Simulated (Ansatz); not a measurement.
Start from Zr in the hcp (Mg type) structure (space group P6_3/mmc, No. 194; relaxed with 0.1 eV smearing).

```
Zr
1.0
    3.23041     0.00000     0.00000
   -1.61520     2.79762     0.00000
    0.00000     0.00000     5.17879
Zr
2
Cartesian
  1.61520   0.93254   3.88409
  0.00000   1.86508   1.29470
```

Method: PBE, PAW, 420 eV (Ansatz, an electronic-structure program; no spin-orbit coupling).

Before the change:

```
Property   Result
--------  -------
Pressure  0.0 GPa
Band gap     zero
```

Perturbation: every lattice vector is shortened by 2.50 %; the atoms relax in the strained cell.

**Question.** How does this affect the energy relative to the base, pressure and band gap?

**Answer.** The energy goes up by 41 meV/atom; the pressure (mean of the normal stresses, compression positive) goes from zero to 8.0 GPa; the band gap remains zero.

No phonon test of stability was made. The final runs are not spin-polarised.
